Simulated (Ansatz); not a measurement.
The starting structures come from a database of crystals and need not be the phases stable at ambient conditions.

 Where the default PAW files enter, the runs use the earlier of Ansatz's two default sets.

Inside the gap of an insulator the Bloch states are evanescent, with a wavenumber k + iκ along the transport direction.

Given:

```xyz
20
Lattice="4.8735 0.0000 0.0000 0.0000 8.1078 0.0000 0.0000 0.0000 5.1919" Properties=species:S:1:pos:R:3 pbc="T T T"
Zn     0.3186     7.0877     0.7785
Zn     2.1181     3.0339     4.4134
Zn     2.7554     1.0200     1.8175
Zn     4.5548     5.0739     3.3744
H      1.7585     5.7862     4.4499
H      0.6782     1.7323     0.7419
H      4.1953     2.3216     3.3378
H      3.1149     6.3755     1.8540
H      0.9476     3.1363     2.2571
H      1.4891     7.1902     2.9348
H      3.3843     4.9714     0.3388
H      3.9259     0.9176     4.8530
O      0.6409     3.3809     3.1656
O      1.7958     7.4348     2.0262
O      3.0776     4.7269     4.6222
O      4.2325     0.6730     0.5697
O      0.9275     6.3100     4.3030
O      1.5092     2.2562     0.8888
O      3.3642     1.7977     3.4848
O      3.9459     5.8516     1.7071
```

Space group of this cell: P2_12_12_1. The cell is taken as given; by PBEsol its mean pressure is 0.6 GPa.

Transport runs along the normal of the first two printed cell vectors.

The gap is the functional's own. No spin-orbit coupling. Mid-gap values are interpolated on the energy grid.

Question: Compute, with PBEsol (Ansatz, an electronic-structure program), the band gap and the smallest decay constant κ at mid-gap.

Answer: Gap 3.09 eV on a 6×4×6 mesh; κ = 0.312 1/Å, at the zone centre.
